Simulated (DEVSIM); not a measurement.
Structure: GaP n-i-p diode, at 300 K.

| layer (left to right) | material | thickness (μm) | Nd (cm⁻³) | Na (cm⁻³) | τn (s) | τp (s) |
|---|---|---|---|---|---|---|
| 1 | GaP | 1.00 | 2e18 | - | 2.1e-6 | 2.1e-6 |
| 2 | GaP | 38.0 | - | 4.1e12 | 2.1e-6 | 2.1e-6 |
| 3 | GaP | 0.260 | - | 2.5e17 | 2.1e-6 | 2.1e-6 |

Left contact: ohmic. Right contact: ohmic. Voltage is applied to the left contact. Recombination: SRH at mid-gap, radiative, Auger. Mobility is constant in doping.

Constants are typed, rounded textbook-type inputs, not results; the design itself was drawn at random and stands for no fabricated device. Values at 300 K.

| parameter | GaP |
|---|---|
| gap (eV) | 2.26 |
| affinity (eV) | 3.8 |
| permittivity | 11.1 |
| Nc (cm⁻³) | 1.8e19 |
| Nv (cm⁻³) | 1.9e19 |
| μn (cm²/Vs) | 250 |
| μp (cm²/Vs) | 150 |
| B (cm³/s) | 1e-13 |
| Cn (cm⁶/s) | 1e-30 |
| Cp (cm⁶/s) | 1e-30 |

Model (solved in DEVSIM): 1D drift-diffusion, Boltzmann statistics, complete ionisation; no tunnelling, impact ionisation, image-force lowering or self-heating.

Q: Give the dark forward current.

A: 
```
V (V)  J (A/cm²)
-----  ---------
-0.50   -1.2e-13
-0.75   -1.8e-11
-0.85   -1.3e-10
-0.95    -1.0e-9
-1.05    -8.2e-9
-1.20    -2.2e-7
-1.30    -3.0e-6
-1.40    -6.4e-5
-1.50   -0.00083
-1.60    -0.0063
-1.70     -0.054
-1.80      -0.60
-1.90       -5.9
-2.00        -36
-2.10       -130
-2.25       -430
-2.35       -750
-2.45      -1200
-2.55      -1700
-2.65      -2300
```
